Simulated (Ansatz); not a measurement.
The starting structures come from a database of crystals and need not be the phases stable at ambient conditions.

Evanescent states of Hg3(SeCl)2 (I2_13, not sure to be the ambient phase, 14 atoms a cell, 27.0 Å³ an atom) along the normal of (110)

The numbers are results of r2SCAN (plane waves, PAW; Ansatz, a quantum-chemistry and plane-wave program), not measurements.

The gap is the functional's own. No spin-orbit coupling. Mid-gap values are interpolated on the energy grid.

Energies count from the valence-band top; κ is the least over a 4×4 mesh across the current.

| E (eV) | κ (1/Å) | where |
|---|---|---|
| 0.06 | 0.108 | off Γ |
| 0.18 | 0.169 | off Γ |
| 0.30 | 0.205 | off Γ |
| 0.42 | 0.233 | off Γ |
| 0.54 | 0.251 | Γ |
| 0.66 | 0.258 | Γ |
| 0.78 | 0.264 | Γ |
| 0.90 | 0.268 | Γ |
| 1.02 | 0.269 | Γ |
| 1.14 | 0.268 | Γ |
| 1.26 | 0.248 | Γ |
| 1.38 | 0.230 | Γ |
| 1.50 | 0.214 | Γ |
| 1.62 | 0.197 | Γ |
| 1.74 | 0.178 | Γ |
| 1.86 | 0.156 | Γ |
| 1.98 | 0.129 | Γ |
| 2.10 | 0.090 | Γ |

Task: How thick must the barrier be to attenuate the transmission by 10^4 when the electrodes' Fermi level lies at 2.10 eV, and what attenuation does that film give at 0.78 eV?

Result: d = 4 ln 10 / (2 × 0.090) = 51.2 Å. At 0.78 eV it gives 4 × 0.264/0.090 = 11.7 decades.
